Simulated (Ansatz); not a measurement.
# CsCl-type BaO (model structure): properties by level of theory

```json
[
 {"level (code)": "LDA (Ansatz)", "equilibrium lattice constant a (Å)": "___", "formation enthalpy (eV/atom)": "-2.608"},
 {"level (code)": "PBE (Ansatz)", "equilibrium lattice constant a (Å)": "3.340", "formation enthalpy (eV/atom)": "___"},
 {"level (code)": "PBEsol (Ansatz)", "equilibrium lattice constant a (Å)": "___", "formation enthalpy (eV/atom)": "-2.338"},
 {"level (code)": "PBE-D3(BJ) (Ansatz)", "equilibrium lattice constant a (Å)": "___", "formation enthalpy (eV/atom)": "-2.356"},
 {"level (code)": "PBE-D4 (Ansatz)", "equilibrium lattice constant a (Å)": "3.313", "formation enthalpy (eV/atom)": "-2.334"}
]
```

Task: Fill in the missing entries.

Result: 
- LDA (Ansatz, a program for electronic structure), equilibrium lattice constant a (Å): 3.238
- PBE (Ansatz), formation enthalpy (eV/atom): -2.196
- PBEsol (Ansatz), equilibrium lattice constant a (Å): 3.276
- PBE-D3(BJ) (Ansatz), equilibrium lattice constant a (Å): 3.308

Caveats: a distance lies near a switch of the dispersion term, which can move the cell (PBE-D4). Ansatz's density-functional and Hartree–Fock values are scalar-relativistic unless marked +SOC, with PAW data made under PBE.

Static lattice: no zero-point or thermal effects.

A model structure was made by putting elements into a prototype or built by hand; it is no filed structure, need not be a known phase, and can be a saddle point held by its symmetry.
